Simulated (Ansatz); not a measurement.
The decay constant κ of evanescent states in the gap governs leakage through a thin film.

Given:

```yaml
crystal:
  lattice:
    - [2.69349, 0.00000, 0.00000]
    - [0.00000, 5.98661, 0.00000]
    - [0.00000, 2.99330, 2.99330]
  atoms:
    - { symbol: Si, position: [0.50000, 0.50000, 0.00000] }
    - { symbol: Si, position: [0.00000, 0.00000, 0.00000] }
    - { symbol: O, position: [0.00000, 0.30684, 0.38632] }
    - { symbol: O, position: [0.00000, 0.69316, 0.61368] }
    - { symbol: O, position: [0.50000, 0.19316, 0.00000] }
    - { symbol: O, position: [0.50000, 0.80684, 0.00000] }
```

Space group of this cell: P4_2/mnm, rutile. The cell is taken as given; by PBEsol its mean pressure is -6.6 GPa.

Transport runs along the normal of the first two printed cell vectors, the (110) plane of the conventional cell.

No gap correction and no spin-orbit coupling; mid-gap values are interpolated between computed energies.

Q: Compute, with PBEsol (Ansatz, a program for electronic structure), the band gap and the smallest decay constant κ at mid-gap.

A: Gap 4.98 eV on a 12×10×10 mesh; κ = 0.382 1/Å, at the zone centre.
